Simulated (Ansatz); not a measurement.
**As, response to strain**

The parent structure is As (space group R-3m, No. 166; layered; relaxed with 0.1 eV smearing).

```xyz
2
Lattice="1.8724 1.0811 3.2515 -1.8724 1.0811 3.2515 0.0000 -2.1621 3.2515" Properties=species:S:1:pos:R:3 pbc="T T T"
As     0.0000     0.0000     2.2709
As     0.0000     0.0000     7.4837
```

Cartesian axes are those of the cell as printed.

Strains are applied to the cell and any free atomic positions relax; under biaxial strain the out-of-plane vector relaxes too; under stress the whole cell relaxes.

Method: PBEsol-D3(BJ) (Ansatz, an electronic-structure program; PAW; 420 eV plane waves; no spin-orbit coupling).

Candidates:
(a) tensor shear ε_yz = −0.56 %
(b) biaxial strain +3.63 %, plane normal [001], relaxed out of plane
(c) uniaxial stress, 2 GPa compression along x

Notes on the quantities. energy relative to the base: free energy F.

Task: Order them by energy relative to the base, lowest first.

Result: (a) tensor shear ε_yz = −0.56 % (+0.5 meV/atom), (c) uniaxial stress, 2 GPa compression along x (+2.5 meV/atom), (b) biaxial strain +3.63 %, plane normal [001], relaxed out of plane (+27 meV/atom)

Beyond what the load breaks, stability against distortions was not tested.
